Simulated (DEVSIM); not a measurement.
System: Si/Ge p-n heterojunction, at 250 K.

```csv
layer (left to right),material,thickness (μm),Nd (cm⁻³),Na (cm⁻³),τn (s),τp (s)
1,Si,2.00,-,5.2e17,1.7e-6,1.7e-6
2,Ge,3.80,1.9e16,-,1.7e-6,1.7e-6
```

Left contact: ohmic. Right contact: ohmic. Voltage is applied to the left contact. Recombination: SRH at mid-gap, radiative, Auger. Mobility is μmin + (μ − μmin)/(1 + (N/Nref)^α).

This is a model device: material constants are rounded textbook-type values typed into the input, and sizes, dopings and lifetimes were drawn at random. Values at 300 K; Nc and Nv go as T^1.5, mobilities as T to minus their exponent, the gap by Varshni's rule with the affinity fixed.

```
parameter               Si        Ge
----------------  --------  --------
gap (eV)             1.124     0.664
affinity (eV)         4.05         4
permittivity          11.7        16
Nc (cm⁻³)          2.86e19   1.04e19
Nv (cm⁻³)           3.1e19      6e18
μn (cm²/Vs)           1417      3900
μp (cm²/Vs)            470      1900
μn,min                  52       150
μp,min                  45       100
Nref,n              9.7e16    2.6e17
Nref,p              2.2e17      4e17
αn                    0.68      0.56
αp                    0.72       0.6
T exponent of μn       2.3      1.66
T exponent of μp       2.2      2.33
B (cm³/s)          4.7e-15   6.4e-14
Cn (cm⁶/s)         2.8e-31     1e-31
Cp (cm⁶/s)         9.9e-32     1e-31
Varshni α (eV/K)  0.000473  0.000477
Varshni β (K)          636       235
```

DEVSIM, 1D drift-diffusion, Boltzmann statistics, complete ionisation; no tunnelling, impact ionisation, image-force lowering or self-heating. Band offsets follow the typed affinities; no thermionic-emission limit at abrupt steps, no polarisation charge.

The thickness of layer 2 was swept, all else fixed.

| thickness of layer 2 (μm) | dark forward voltage at 100 A/cm² (V) | dark forward voltage at 1 A/cm² (V) |
|---|---|---|
| 0.76 | 0.565 | 0.351 |
| 1.3 | 0.579 | 0.364 |
| 2.3 | 0.592 | 0.378 |
| 3.8 | 0.604 | 0.389 |
| 6.5 | 0.617 | 0.401 |
| 11 | 0.630 | 0.412 |
| 19 | 0.645 | 0.424 |

From the first row to the last the dark forward voltage at 100 A/cm² goes from 0.565 to 0.645. From the first row to the last the dark forward voltage at 1 A/cm² goes from 0.351 to 0.424.
